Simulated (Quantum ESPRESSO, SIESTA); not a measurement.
A Quantum ESPRESSO input for a self-consistent single point of ZrC (Fm-3m, 2 atoms in the cell) (DFT, PBEsol, plane waves, PSlibrary ultrasoft (PBE) pseudopotentials):

```fortran
&control
   calculation = 'scf',
   outdir = './out',
   pseudo_dir = './',
   tprnfor = .true.,
   tstress = .true.,
/
&system
   ibrav = 2,
   celldm(1) = 8.726282812,
   nat = 2,
   ntyp = 2,
   ecutwfc = 55,
   ecutrho = 440,
   occupations = 'smearing',
   smearing = 'gauss',
   degauss = 0.0147,
   input_dft = 'pbesol',
/
&electrons
   conv_thr = 1.0d-10,
   mixing_beta = 0.7,
/
ATOMIC_SPECIES
Zr    91.2240  Zr.pbe-spn-rrkjus_psl.1.0.0.UPF
C     12.0110  C.pbe-n-rrkjus_psl.1.0.0.UPF
ATOMIC_POSITIONS crystal
Zr    0.000000000    0.000000000    0.000000000
C     0.500000000    0.500000000    0.500000000
K_POINTS automatic
10 10 10  0 0 0
```

### Question
Write the same calculation as an input for SIESTA.

### Answer
This is the input that was run; spellings and numerical settings could be chosen otherwise.

```
# files in the folder: Zr.psml C.psml (PseudoDojo PBEsol standard)
SystemName  ZrC
SystemLabel siesta

NumberOfAtoms                2
NumberOfSpecies              2
%block ChemicalSpeciesLabel
  1 40 Zr
  2 6 C
%endblock ChemicalSpeciesLabel
LatticeConstant              3.265242 Ang
%block LatticeVectors
     0.000000000    0.707106855    0.707106855
     0.707106855    0.000000000    0.707106855
     0.707106855    0.707106855    0.000000000
%endblock LatticeVectors
AtomicCoordinatesFormat      Fractional
%block AtomicCoordinatesAndAtomicSpecies
     0.000000000    0.000000000    0.000000000  1
     0.500000000    0.500000000    0.500000000  2
%endblock AtomicCoordinatesAndAtomicSpecies

XC.functional                GGA
XC.authors                   PBEsol
PAO.BasisSize                DZP
PAO.EnergyShift              0.01 Ry
MeshCutoff                   350 Ry
%block kgrid.MonkhorstPack
   10   0   0  0.0
    0  10   0  0.0
    0   0  10  0.0
%endblock kgrid.MonkhorstPack
OccupationFunction           MP
OccupationMPOrder            0
ElectronicTemperature        0.2 eV

MaxSCFIterations             150
SCF.Mixer.Method             Broyden
SCF.Mixer.Weight             0.1
SCF.Mixer.History            8
SCF.DM.Tolerance             1.0E-05
Diag.ParallelOverK           true
WriteForces                  true
```

Basis, cutoffs, solver keys and any potentials are the target program's own. This input uses DFT, GGA PBEsol, numerical atomic orbitals DZP, PseudoDojo PBEsol standard norm-conserving potentials (rewritten from UPF to PSML). Both were run: pressure 8.56 GPa in Quantum ESPRESSO and 8.45 in SIESTA.

On Quantum ESPRESSO: the starting cell has typed, rounded lattice constants, without a prior relaxation at this level. Its lattice was rescaled by a random factor within 2.5 % of one. With a pressure of about 9 GPa the cell is away from its equilibrium volume at this level.

On SIESTA: the starting cell has typed, rounded lattice constants, without a prior relaxation at this level. Its lattice was rescaled by a random factor within 2.5 % of one. Values carry the incompleteness of an atom-centred basis. With a pressure of about 8 GPa the cell is away from its equilibrium volume at this level.
